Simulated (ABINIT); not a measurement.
Worked example: self-consistent single point of W (Im-3m, 1 atom in the cell) in ABINIT.

Method: PBE, PAW (JTH v2.0 PBE PAW) (plane waves; ABINIT).

```
CELL_PARAMETERS angstrom
     -1.57210     1.57210     1.57210
      1.57210    -1.57210     1.57210
      1.57210     1.57210    -1.57210
ATOMIC_POSITIONS crystal
  W  0.00000 0.00000 0.00000
```

Reference input (self-consistent single point, DFT, PBE, plane waves, PAW (JTH v2.0 PBE PAW)): pseudos = [W.GGA_PBE-JTH.xml]; ecut = 544 eV; pawecutdg = 1088 eV; pawxcdev = 0; ixc = 11; occopt = 3; tsmear = 0.00367493 Ha; ngkpt = 11 11 11; nshiftk = 1; shiftk = 0 0 0; potentials = JTH v2.0 PBE PAW; nband = 12. This run's input differs from it in these lines:

```diff
@@ -19,7 +19,7 @@
 ixc 11
-occopt 3
-tsmear 0.00367493
+occopt 6
+tsmear 0.01102480
 nband 12
 kptopt 1
-ngkpt 11 11 11
+ngkpt 18 18 18
 nshiftk 1
```

Output, abridged:

```
--- !BeginCycle
solver: {iscf: 17, nstep: 100, nline: 4, wfoptalg: 10, }
tolerances: {tolvrs: 1.00E-12, }
...

     iter   Etot(hartree)      deltaE(h)  residm     nres2
 ETOT  1  -66.992613112350    -6.699E+01 1.825E+01 7.971E+00
 ETOT  2  -69.071480177599    -2.079E+00 2.428E-01 9.785E+00
 ETOT  3  -69.044345650609     2.713E-02 8.078E-02 3.057E+00
 ETOT  4  -69.031177291254     1.317E-02 1.472E-02 1.237E-02
 ETOT  5  -69.032074593471    -8.973E-04 6.097E-03 2.120E-02
   [... 8 lines left out ...]
 ETOT 14  -69.031985591706     9.308E-12 4.283E-04 6.854E-10
 ETOT 15  -69.031985591704     2.942E-12 1.904E-04 1.347E-12
 ETOT 16  -69.031985591704    -2.842E-14 2.293E-04 1.983E-12
 ETOT 17  -69.031985591704    -1.705E-13 1.247E-04 8.695E-13
 At SCF step   17       nres2   =  8.69E-13 < tolvrs=  1.00E-12 =>converged.

 Cartesian components of stress tensor (hartree/bohr^3)
  sigma(1 1)= -4.20074791E-04  sigma(3 2)=  0.00000000E+00
  sigma(2 2)= -4.20074791E-04  sigma(3 1)=  0.00000000E+00
  sigma(3 3)= -4.20074791E-04  sigma(2 1)=  0.00000000E+00

 ----iterations are completed or convergence reached----

 reduced coordinates (array xred) for    1 atoms
       0.000000000000      0.000000000000      0.000000000000
 cartesian forces (eV/Angstrom) at end:
    1     -0.00000000000000    -0.00000000000000    -0.00000000000000
 frms,max,avg= 0.0000000E+00 0.0000000E+00   0.000E+00  0.000E+00  0.000E+00 e/A
 length scales=  1.000000000000  1.000000000000  1.000000000000 bohr
              =  0.529177208590  0.529177208590  0.529177208590 angstroms
   [... lines left out ...]
 Fermi (or HOMO) energy (hartree) =   0.37017   Average Vxc (hartree)=  -0.49229
 Fermi (or HOMO) energy (eV) =  10.07274   Average Vxc (eV)= -13.39582
   [... lines left out ...]
'-kT*entropy'       : -5.95618395539152E-05
total_energy        : -6.90319850718898E+01
total_energy_eV     : -1.87845584440898E+03
...

-Cartesian components of stress tensor (GPa)         [Pressure=  1.2359E+01 GPa]
- sigma(1 1)= -1.23590250E+01  sigma(3 2)=  0.00000000E+00
- sigma(2 2)= -1.23590250E+01  sigma(3 1)=  0.00000000E+00
- sigma(3 3)= -1.23590250E+01  sigma(2 1)=  0.00000000E+00

 Calculation completed.
```

The run converged in 17 iterations. Against the reference run the free energy goes down by 6.6 meV/atom and the pressure goes from 12.60 to 12.36 GPa.

The starting cell has typed, rounded lattice constants, without a prior relaxation at this level. Its lattice was rescaled by up to half a per cent. Spin polarisation is off. With a pressure of about 12 GPa the cell is away from its equilibrium volume at this level.

Cost on one core of a shared machine: roughly 80 s.
